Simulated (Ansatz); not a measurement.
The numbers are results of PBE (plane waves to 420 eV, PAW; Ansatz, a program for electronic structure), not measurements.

Plane-averaged electrostatic potential energy along the normal, in eV from the Fermi level, for a constructed model of the (111) surface of fcc Au, p(2x2) layer of Te, one a cell, on the site that continues the host's stacking (bottom of the slab: a bare face, its two planes held):

```csv
z (Å),V (eV)
3.67,5.16
3.95,5.16
4.24,5.16
4.52,5.16
4.80,5.16
5.08,5.15
5.37,5.13
5.65,5.10
5.93,5.02
6.21,4.85
6.50,4.47
6.78,3.61
7.06,1.60
7.34,-3.66
7.63,-10.80
7.91,-15.17
8.19,-15.83
8.47,-12.87
8.75,-6.55
9.04,-0.53
9.32,0.96
9.60,-1.37
9.88,-7.91
10.17,-13.84
10.45,-16.24
10.73,-15.08
11.01,-10.29
11.30,-3.34
11.58,0.54
11.86,0.16
12.14,-4.69
12.43,-11.54
12.71,-15.59
12.99,-16.02
13.27,-12.88
13.56,-6.45
13.84,-0.56
14.12,0.78
14.40,-1.84
14.69,-8.55
14.97,-14.20
15.25,-16.27
15.53,-14.81
15.81,-9.71
16.10,-2.79
16.38,0.69
16.66,0.10
16.94,-4.89
17.23,-11.63
17.51,-15.59
17.79,-15.93
18.07,-12.69
18.36,-6.24
18.64,-0.50
18.92,0.87
19.20,-1.58
19.49,-7.88
19.77,-13.69
20.05,-16.05
20.33,-14.85
20.62,-10.11
20.90,-3.48
21.18,0.36
21.46,1.01
21.75,1.84
22.03,3.02
22.31,3.06
22.59,2.14
22.88,2.06
23.16,3.20
23.44,4.02
23.72,4.36
24.00,4.51
24.29,4.58
24.57,4.61
24.85,4.62
25.13,4.63
25.42,4.63
25.70,4.63
25.98,4.63
26.26,4.63
26.55,4.63
```

Model: 25-atom slab, 14.3 Å thick at the start, 8x8x1 mesh, Fermi-Dirac 0.1 eV, dipole correction, 8 atoms held, the rest relaxed; start symmetry kept, larger cells not searched; no spin, no spin-orbit, no U. It is one candidate, not shown to be the stable structure of the face.

Task: The surface cell has an area of 29.93 Å². What dipole along the normal does the step between the two vacuum levels imply?

Result: the top vacuum level lies 0.53 eV below the bottom one; p = −ε₀ A ΔV (ε₀ = 0.005526 e/(V·Å)) gives 0.09 e·Å a cell.
